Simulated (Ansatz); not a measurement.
The reference is Ti in the hcp (Mg type) structure (space group P6_3/mmc, No. 194; a = 2.864 Å, c = 4.537 Å; relaxed with 0.1 eV smearing). Axes: x lies along a and z along c of the hexagonal cell.

Computed with LDA, PAW, 420 eV (Ansatz, an electronic-structure program; no spin-orbit coupling).

For the base:

| Quantity | Value |
|---|---|
| Band gap | zero |
| Shortest interatomic distance | 2.807 Å |
| Pressure | 0.0 GPa |

Modification: the cell is stretched by 2.00 % along z with no lateral relaxation; the atoms relax in the strained cell.

Q: Predict the new band gap, shortest interatomic distance, energy relative to the base and pressure.

A: The band gap stays zero; the shortest interatomic distance grows by 0.037 Å (2.807 Å → 2.844 Å); the energy increases by 4.0 meV/atom; the pressure (mean of the normal stresses, compression positive) goes from zero to -2.5 GPa.

No phonon test of stability was made. The final runs are not spin-polarised.
